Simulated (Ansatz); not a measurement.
**A computed series for WC: response to strain**

The reference is WC (space group P-6m2, No. 187; relaxed with 0.1 eV smearing).

```yaml
crystal:
  lattice:
    - [2.91268, 0.00000, 0.00000]
    - [-1.45634, 2.52245, 0.00000]
    - [0.00000, 0.00000, 2.83536]
  atoms:
    - { symbol: W, position: [0.00000, 0.00000, 0.00000] }
    - { symbol: C, position: [0.66667, 0.33333, 0.50000] }
```

Cartesian axes are those of the cell as printed.

Strains are applied to the cell and any free atomic positions relax; under biaxial strain the out-of-plane vector relaxes too; under stress the whole cell relaxes.

Calculations: DFT with r2SCAN, PAW potentials and a 500 eV plane-wave cutoff in Ansatz (a program for electronic structure), without spin-orbit coupling.

Notes on the quantities. pressure: mean of the normal stresses, compression positive; energy relative to the base: free energy F.

| change | pressure | energy relative to the base | shortest interatomic distance |
|---|---|---|---|
| base | 0.0 GPa | 0 meV/atom | 2.199 Å |
| biaxial strain +2.15 %, plane normal [001], relaxed out of plane | -11.9 GPa | – | 2.221 Å |
| biaxial strain +4.29 %, plane normal [001], relaxed out of plane | -21.7 GPa | – | 2.243 Å |
| isotropic strain −0.59 % | 7.5 GPa | +4.2 meV/atom | 2.187 Å |
| isotropic strain −0.52 % | 6.5 GPa | +3.3 meV/atom | 2.188 Å |
| isotropic strain +2.58 % | -26.3 GPa | +73 meV/atom | 2.256 Å |
| isotropic strain +5.47 % | -46.0 GPa | +0.298 eV/atom | 2.320 Å |
| uniaxial strain ε_xx = +2.72 % | … | +17 meV/atom | 2.205 Å |
| uniaxial strain ε_xx = +5.48 % | -17.7 GPa | +63 meV/atom | … |
| uniaxial stress, 0.5 GPa compression along z | – | 0.0 meV/atom | 2.199 Å |

Q: Some entries are withheld; estimate them.

A: 
- uniaxial strain ε_xx = +2.72 %, pressure: -9.6 GPa
- uniaxial strain ε_xx = +5.48 %, shortest interatomic distance: 2.208 Å

Beyond what the load breaks, stability against distortions was not tested. The final runs are not spin-polarised.
